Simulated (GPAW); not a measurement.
# A short convergence ladder for SnO (P4mm, 4 atoms in the cell)

```
CELL_PARAMETERS angstrom
      3.78100     0.00000     0.00000
      0.00000     3.78100     0.00000
      0.00000     0.00000     4.81580
ATOMIC_POSITIONS crystal
  Sn 0.50000 0.00000 0.77238
  Sn 0.00000 0.50000 0.23800
  O  0.50000 0.50000 0.00000
  O  0.00000 0.00000 0.00000
```

Base method: PBEsol, GPAW PAW datasets PBEsol (made by gpaw-setup) (plane waves; GPAW).

Base settings: mode = pw; ecut = 900 eV; xc = PBEsol; kpts = 3 3 2; mesh shift (steps) = 0 0 0; occupations.name = fermi-dirac; occupations.width = 0.02 eV; nbands = -8; convergence.bands = -6; symmetry.symmorphic = false.

Core times come from one kind of shared machine, to one figure; runs under 30 s give none.

**The relaxed cell against the cutoff**

On SnO (P4/nmm, 4 atoms in the cell): atoms on their sites.

In this ladder: convergence.density = 1e-05 e/electron; optimizer = BFGS; fmax = 0.02 eV/Å.

The mesh stays at the base's, so the ladder's end is converged at best in this setting alone.

Only quantities that move along the ladder and can be compared are tabulated; the gap is left out on so coarse a mesh.

| ecut | relaxed volume (Å³/atom) | relaxation steps | core time / last (rough) |
|---|---|---|---|
| 450 eV | 13.013 | 10 | 0.2 |
| 540 eV | 14.794 | 11 | 0.2 |
| 630 eV | 16.127 | 12 | 0.3 |
| 765 eV | 16.671 | 9 | 0.3 |
| 900 eV | 16.741 | 13 | 0.5 |
| 1080 eV | 16.736 | 10 | 0.4 |
| 1350 eV | 16.732 | 11 | 0.7 |
| 1800 eV | 16.748 | 11 | 1 |

Coarsest ecut that holds the relaxed volume within 0.033 Å³/atom of the last step, with all finer ones: 900 eV; the step before is off by 0.077 Å³/atom.

At the lowest cutoff the cell relaxes to a volume 22 % smaller than at the highest.

On the base run: the starting cell has typed, rounded lattice constants, without a prior relaxation at this level. Its lattice was rescaled by up to half a per cent. One atom was moved a little off its site on purpose.
